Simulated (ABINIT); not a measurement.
Parameter sweep on P2W (C2/m, 6 atoms in the cell)

```xyz
6
Lattice="4.2207 -1.5731 0.0000 4.2207 1.5731 0.0000 -3.6361 0.0000 6.4617" Properties=species:S:1:pos:R:3 pbc="T T T"
P      1.0773     0.0000     0.1557
P      3.7280     0.0000     6.3060
P      3.6119     0.0000     2.5640
P      1.1934     0.0000     3.8977
W      6.0387     0.0000     1.8965
W     -1.2335     0.0000     4.5652
```

Base run A: PBEsol, norm-conserving pseudopotentials (PseudoDojo nc-sr-04 PBEsol standard) run with ABINIT, self-consistent single point.

Its settings: pseudos = [P.upf, W.upf]; ecut = 74 Ry; occopt = 3; tsmear = 0.136 eV; ngkpt = 6 6 2; nshiftk = 1; shiftk = 0 0 0; potentials = PseudoDojo nc-sr-04 PBEsol standard; nband = 31; kptopt = 1; nstep = 100; toldfe = 1e-09 Ha.

The starting cell comes from a database of published, mostly measured structures (it also holds non-ambient and calculated ones), without a prior relaxation at this level. Its lattice was rescaled by a random factor within 2.5 % of one. Spin polarisation is off. Without a gap this mesh is coarse (it stands for a supercell whose shortest vector is 15 Å).

ΔF is the free energy per atom less that of run A. 

| run | tsmear, ngkpt | ΔF (meV/atom) | pressure (GPa) | largest force (eV/Å) | TS (meV/atom) | k-points |
|---|---|---|---|---|---|---|
| A | 0.136 eV, 6 6 2 | 0.00 | 2.46 | 0.222 | 20.8 | 26 |
| B | 0.03 eV, 5 5 3 | 5.8 | 2.18 | 0.227 | 1.2 | 24 |
| C | 0.1 eV, 5 5 3 | 0.35 | 2.30 | 0.207 | 11.5 | 24 |
| D | 0.3 eV, 5 5 3 | -41.8 | 3.03 | 0.309 | 94.3 | 24 |
| E | 0.03 eV, 6 6 3 | 4.9 | 2.10 | 0.218 | 1.0 | 34 |
| F | 0.1 eV, 6 6 3 | 0.27 | 2.23 | 0.220 | 10.1 | 34 |
| G | 0.3 eV, 6 6 3 | -41.4 | 3.04 | 0.296 | 95.1 | 34 |
| H | 0.03 eV, 7 7 3 | 3.6 | 2.11 | 0.244 | 0.8 | 44 |
| I | 0.1 eV, 7 7 3 | -0.65 | 2.22 | 0.229 | 9.8 | 44 |
| J | 0.3 eV, 7 7 3 | -41.9 | 3.02 | 0.294 | 94.8 | 44 |

Run E against A: The free energy rises by 4.9 meV/atom, the pressure goes from 2.46 to 2.10 GPa and the largest force moves little (0.222 to 0.218 eV/Å).

Run D against A: The free energy goes down by 41.8 meV/atom, the pressure goes from 2.46 to 3.03 GPa and the largest force goes from 0.222 to 0.309 eV/Å.
